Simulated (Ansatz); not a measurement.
A short convergence ladder for MoCl₆ (P31m, 7 atoms in the cell)

```
MoCl6
1.0
    6.15496     0.00000     0.00000
   -3.07748     5.33035     0.00000
    0.00000     0.00000     5.64892
Mo Cl
1 6
Cartesian
  0.00000   0.00000   2.87446
  0.93435   1.61835   1.50425
  2.14313   3.71200   4.14467
  4.28625   0.00000   1.50425
  1.86871   0.00000   4.14467
 -2.14313   3.71200   1.50425
 -0.93435   1.61835   4.14467
```

Base method: LDA (PW92), default PAW files made with PBE (plane waves; Ansatz, a program for electronic structure).

Base settings: basis.ecutwfc = 30.9 Ry; kpoints.mp_grid.grid = 5 5 5; hamiltonian.xc = lda; hamiltonian.pseudopotentials = {kind: paw} (the program's default PAW files); scf.occupations.method = fixed.

**The width of Fermi-Dirac smearing**

In this ladder: scf.occupations.method = fermi_dirac.

The mesh stays at the base's, so the ladder's end is converged at best in this setting alone.

Only quantities that move along the ladder and can be compared are tabulated.

```tsv
scf.occupations.width	free energy less the last step's (meV/atom)	pressure (GPa)	largest difference of a force vector from the last step's (eV/Å)
0.0735 Ry	-773.19	2.90	1.126
0.0367 Ry	-161.24	-0.30	0.408
0.0147 Ry	-7.21	-1.85	0.093
0.0073 Ry	-0.12	-2.01	0.005
0.0015 Ry	0.00	-2.02	0.000
```

Widest scf.occupations.width that holds the forces within 0.02 eV/Å of the last step, with all finer ones: 0.0073 Ry; the step before is off by 0.093 eV/Å.

Widest scf.occupations.width that holds the pressure within 0.1 GPa of the last step, with all finer ones: 0.0073 Ry; the step before is off by 0.16 GPa.

Widest scf.occupations.width that holds the free energy within 2 meV/atom of the last step, with all finer ones: 0.0073 Ry; the step before is off by 7.2 meV/atom.

On the base run: the starting cell comes from a database of computed structures (which also holds hypothetical and non-ambient phases and stackings), without a prior relaxation at this level. Its lattice was rescaled by up to half a per cent. One atom was moved a little off its site on purpose. Ansatz's pressure includes its estimate of the finite-basis (Pulay) stress.

Keys are those of Ansatz 0.2.
